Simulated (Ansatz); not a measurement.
Take LaN in the zinc blende structure (space group F-43m, No. 216; a = 5.5465 Å; a hypothetical phase, not in the database extracts checked) as the base. Axes: x, y, z lie along the cube axes.

Now apply this change: a pure shear with ε_xy = ε_yx = 0.0309, atoms relaxed at fixed cell.

Levels (all Ansatz, a first-principles code, PAW): PBEsol (420 eV, no spin-orbit coupling); r2SCAN (500 eV, without spin-orbit coupling); HSE06 (420 eV, without spin-orbit coupling).

One geometry, relaxed with PBEsol, under each level:

```tsv
level	band gap	lowest conduction level above the VBM at special points	hole mass	pressure
PBEsol	1.02 eV	Γ 1.02 eV; U₀ 1.99 eV; Y₀ 1.99 eV; Σ₀ 2.01 eV	–	-0.5 kbar
r2SCAN	(withheld)	(withheld)	(withheld)	(withheld)
HSE06	2.15 eV	Γ 2.15 eV; U₀ 2.96 eV; Y₀ 2.96 eV	–	–
```

Q: Give the withheld r2SCAN results.

A: 
- r2SCAN, band gap: 1.48 eV
- r2SCAN, lowest conduction level above the VBM at special points: Γ 1.48 eV; U₀ 2.33 eV; Y₀ 2.33 eV; Σ₀ 2.36 eV
- r2SCAN, hole mass: 0.63 mₑ along k, 1.1 mₑ across (at X)
- r2SCAN, pressure: 29.3 kbar

Single points use the geometry relaxed with PBEsol. Their cutoffs differ, which shifts pressures a little. The hybrid gap comes from the SCF mesh plus the semilocal run's edge points and a few special points and is an upper bound. The cells carry an imposed strain or load. Effective masses come from finite differences of ±0.01 Å⁻¹. Along k means along the line from Γ to the band edge. Stability against distortions was not tested. Labels are those of the standard path for the cell's own space group.
